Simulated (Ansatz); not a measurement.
Consider Cs₃AuS in the anti-perovskite structure (space group Pm-3m, No. 221; a = 6.542 Å; a hypothetical phase, not in the database extracts checked).

Levels (all Ansatz, a first-principles code, PAW): PBEsol (420 eV, no SOC); HSE06 (420 eV, no spin-orbit coupling).

Its gap is 1.03 eV with PBEsol and 1.80 eV with HSE06.

It is then changed as follows: hydrostatic tension (pressure −1 GPa).

With PBEsol the gap becomes 1.25 eV.

### Question
If the HSE06 correction stayed the same, what would the HSE06 gap be, and what does the HSE06 run give?

### Answer
A rigid correction of +0.77 eV gives 2.02 eV. The HSE06 run gives 1.96 eV, so the correction itself changes by -0.06 eV.

Single points use the geometry relaxed with PBEsol. The hybrid gap comes from the SCF mesh plus the semilocal run's edge points and a few special points and is an upper bound. Spin-orbit coupling, missing from the scalar runs, can matter with Au. Load acts through the strain it causes; cell and atoms are relaxed under it. Stability against distortions was not tested.
